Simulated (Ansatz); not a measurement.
```xyz
2
Lattice="2.8874 0.0000 0.0000 0.0000 2.8874 0.0000 1.4437 -1.4437 2.0417" Properties=species:S:1:pos:R:3 pbc="T T T"
Li     0.0000     0.0000     0.0000
F      1.4437     1.4437     0.0000
```

Space group of this cell: Fm-3m, rock salt. The cell is taken as given; by r2SCAN its mean pressure is -4.6 GPa.

All values below come from r2SCAN (plane waves, PAW; Ansatz, a program for electronic structure).

The current runs along the normal of the first two printed vectors; no spin-orbit coupling. Scaled by the factor s: both lengths across the current (ions clamped). Meshes 14×14×14 and 10×10 across the current in all rows.

```json
[
 {"s": "0.98", "mean pressure (GPa)": "-2.0", "band gap (eV)": "10.02"},
 {"s": "1.00", "mean pressure (GPa)": "-4.6", "band gap (eV)": "9.69"},
 {"s": "1.02", "mean pressure (GPa)": "-6.7", "band gap (eV)": "?"}
]
```

Problem. Take the slope of the band gap against ln s from the two given rows, extrapolate to s = 1.02, and say what the run there gives.

Solution. Slope = (10.02 − 9.69) / ln 0.98 = -16.3 eV. The line gives 9.69 + (-16.3) × ln 1.02 = 9.37 eV. The run gives 9.33 eV, 0.04 eV under the line, 11 % of the predicted step.
